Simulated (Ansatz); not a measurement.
LiNbO₂ (space group P6_3/mmc, No. 194)

Space group P6₃/mmc (No. 194); a = b = 2.8921 Å, c = 10.3926 Å, α = β = 90.00°, γ = 120.00°

```tsv
atom	site	symmetry	x	y	z
Li	2a	-3m.	0.0000	0.0000	0.0000
Nb	2d	-6m2	0.6667	0.3333	0.2500
O	4f	3m.	0.3333	0.6667	0.1234
```

Computed with PBEsol (Ansatz, an electronic-structure program, PAW, scalar-relativistic without spin-orbit coupling). k-mesh 13×13×4 (Γ-centred); smearing 0.05 eV (Fermi–Dirac).

| Quantity | Result |
|---|---|
| Volume per atom | 9.41 Å³ |
| Density | 5.82 g/cm³ |
| Band gap | 1.66 eV, direct at Γ |
| Hole mass | 2.0 mₑ along c, 0.48 mₑ across |
| Lowest conduction-band minima above the VBM | Γ 1.66 eV; K (1/3, 1/3, 0) 2.13 eV; M (1/2, 0, 0) 2.63 eV |
| Total energy | -1456.245 eV/atom (σ→0; compares only within this code and set-up) |

Effective masses come from finite differences of ±0.01 Å⁻¹. Whether these cells are dynamically stable was not tested.
